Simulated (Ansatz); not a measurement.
**TiSi (model structure, started from the CoSn type, P6/mmm, No. 191, 6 atoms in the cell)**

All values below come from PBEsol (plane waves, PAW; Ansatz, a program for electronic structure).

Settings: plane-wave cutoff 500 eV, 12×12×10 k mesh (along the axes of the cell as run), Fermi–Dirac smearing 0.05 eV, no spin polarisation, scalar-relativistic PAW data made under PBE.

Cell (relaxed at this level):

```
TiSi
1.0
    5.38273     0.00000     0.00000
   -2.69136     4.66158     0.00000
    0.00000     0.00000     4.21795
Ti Si
3 3
Direct
  0.50000   0.00000   0.00000
  0.50000   0.50000   0.00000
  0.00000   0.50000   0.00000
  0.00000   0.00000   0.00000
  0.33333   0.66667   0.50000
  0.66667   0.33333   0.50000
```

* **band gap**: none

Note: the relaxation could raise the start's symmetry but not lower it, so the cell can be a saddle point.

Computed values are for the static lattice.

A model structure was made by putting elements into a prototype or built by hand; it is no filed structure, need not be a known phase, and can be a saddle point held by its symmetry.
